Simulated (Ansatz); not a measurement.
Defect migration in 4H silicon carbide: interstitial B, charge state +3. These are PBE, PAW (plane waves to 420 eV; Ansatz, a first-principles code) values and carry that method's errors.

Cell of 72 host sites held at the relaxed PBE lattice; the Γ point alone; Fermi-Dirac width 0.01 eV, spin-restricted; finite-size errors left in. Static, classical nuclei. The charge state is imposed; whether it is stable for some Fermi level was not computed. Sites that were not tried may lie lower.

Barriers: single points on a 2×2×2 k-point mesh shifted by half a step along c at the bands' geometries (they differ from the bands' own by up to 0.12 eV, and are uncertain by about as much).

Relaxed starting cell (atoms counted from 1):

```xyz
73
Lattice="9.2823 0.0000 0.0000 -4.6411 8.0387 0.0000 0.0000 0.0000 10.1293" Properties=species:S:1:pos:R:3 pbc="T T T"
Si     0.0011    -0.0082     5.0764
Si    -1.5603     2.6802     5.0766
Si    -3.0926     5.3341     5.0766
Si     3.0960    -0.0082     5.0764
Si     1.5486     2.6721     5.0764
Si    -0.0083     5.3455     5.0502
Si     6.1897     0.0033     5.0502
Si     4.6575     2.6802     5.0766
Si     3.1054     5.3455     5.0502
Si    -0.0753    -0.0522    10.0378
Si    -1.5522     2.6755    10.1181
Si    -3.0926     5.3435    10.1181
Si     3.1724    -0.0523    10.0378
Si     1.5486     2.7602    10.0378
Si     0.0082     5.3550    10.1056
Si     6.1897    -0.0157    10.1056
Si     4.6494     2.6755    10.1180
Si     3.0889     5.3550    10.1056
Si     1.5486     0.8852     7.5447
Si    -0.0105     3.5732     7.5708
Si    -1.5443     6.2297     7.5708
Si     4.6560     0.8915     7.5708
Si     3.1077     3.5732     7.5708
Si     1.5486     6.2444     7.5724
Si     7.7234     0.8915     7.5708
Si     6.1897     3.5648     7.5915
Si     4.6414     6.2297     7.5708
Si    -0.0813     1.8263     2.6036
Si    -1.5520     4.4542     2.5371
Si    -3.0926     7.0418     2.6037
Si     3.1785     1.8263     2.6037
Si     1.5485     4.4794     2.5316
Si     0.0200     7.1268     2.5316
Si     6.1897     1.7859     2.5371
Si     4.6491     4.4542     2.5371
Si     3.0771     7.1269     2.5316
C      0.0039    -0.0066     6.9834
C     -1.5489     2.6735     6.9640
C     -3.0926     5.3473     6.9640
C      3.0932    -0.0066     6.9834
C      1.5486     2.6689     6.9834
C      0.0044     5.3528     6.9455
C      6.1897    -0.0113     6.9455
C      4.6460     2.6735     6.9640
C      3.0927     5.3528     6.9455
C      0.1216     0.0614     1.8378
C     -1.5582     2.6789     1.8921
C     -3.0926     5.3366     1.8921
C      2.9755     0.0614     1.8378
C      1.5485     2.5329     1.8378
C     -0.0047     5.3476     1.8818
C      6.1897    -0.0008     1.8818
C      4.6553     2.6789     1.8921
C      3.1018     5.3476     1.8818
C      1.5485     0.8852     9.6606
C     -0.0110     3.5732     9.4912
C     -1.5445     6.2293     9.4912
C      4.6562     0.8919     9.4912
C      3.1081     3.5732     9.4912
C      1.5486     6.2444     9.4929
C      7.7232     0.8919     9.4912
C      6.1897     3.5648     9.5088
C      4.6416     6.2293     9.4912
C     -0.0013     1.7801     4.4662
C     -1.5487     4.4562     4.4394
C     -3.0926     7.1343     4.4662
C      3.0984     1.7800     4.4662
C      1.5486     4.4423     4.4233
C     -0.0121     7.1454     4.4233
C      6.1897     1.7820     4.4394
C      4.6458     4.4562     4.4394
C      3.1092     7.1454     4.4233
B      1.5486     0.8852    11.4044
```
Cell charge +3.

End state 1 differs by these moves (Å; atoms that move under 0.08 Å are left out):

```
atom  element     Δx     Δy     Δz
----  -------  -----  -----  -----
10         Si   0.05   0.03   0.10
13         Si  -0.08  -0.11   0.20
14         Si  -0.14  -0.01   0.20
17         Si   0.13   0.07   0.12
22         Si  -0.02   0.00  -0.10
23         Si  -0.01  -0.02  -0.10
28         Si   0.06  -0.05  -0.06
30         Si  -0.01   0.08  -0.06
31         Si  -0.08  -0.05  -0.07
46          C  -0.10  -0.06   0.05
49          C   0.12  -0.08   0.09
50          C  -0.01   0.15   0.09
55          C   0.16   0.09  -0.18
58          C  -0.17   0.08  -0.01
59          C  -0.01  -0.19  -0.01
73          B   1.55   0.89  -2.03
```

Question: Give the forward and backward barriers to end state 1 at the level PBE, PAW.

Answer: forward 2.85 eV, backward 2.58 eV; at the saddle point atom 73 has neighbours 2 C at 1.63, C at 1.89; Si at 1.79, 2 Si at 2.20 Å. The check of the saddle point's order was inconclusive, and it lies on a symmetry element of the cell, where a band can be held.
